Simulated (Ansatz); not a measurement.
# Effective masses and thermopower of monolayer SnS₂

Here is the system:

```
CELL_PARAMETERS angstrom
      3.88658     0.00000     0.00000
     -1.94329     3.36588     0.00000
      0.00000     0.00000    18.93629
ATOMIC_POSITIONS crystal
  Sn 0.00000 0.00000 0.50000
  S  0.33333 0.66667 0.57458
  S  0.66667 0.33333 0.42542
```

All values below come from PBE with spin-orbit coupling, rigid bands (plane waves, PAW; Ansatz, a first-principles code). Condition of this run: biaxial strain +5 % with spin-orbit coupling. Geometry: cell and atoms relaxed with PBE, then loaded as said.

| Property | Value |
|---|---|
| band gap | 1.49 eV |
| electron conductivity mass (300 K, dilute) | 0.46 mₑ |
| hole conductivity mass (300 K, dilute) | 2.3 mₑ |
| effective density of states N_c (300 K) | 1.7e13 cm⁻² |
| effective density of states N_v (300 K) | 1.4e14 cm⁻² |
| Seebeck coefficient, n-type 1.9e12 cm⁻², 300 K | -361 μV/K |
| Seebeck coefficient, p-type 1.9e12 cm⁻², 300 K | 526 μV/K |

Rigid bands; masses and Seebeck coefficients take one relaxation time τ for all states and one kind of carrier; polarons and phonon drag are left out.
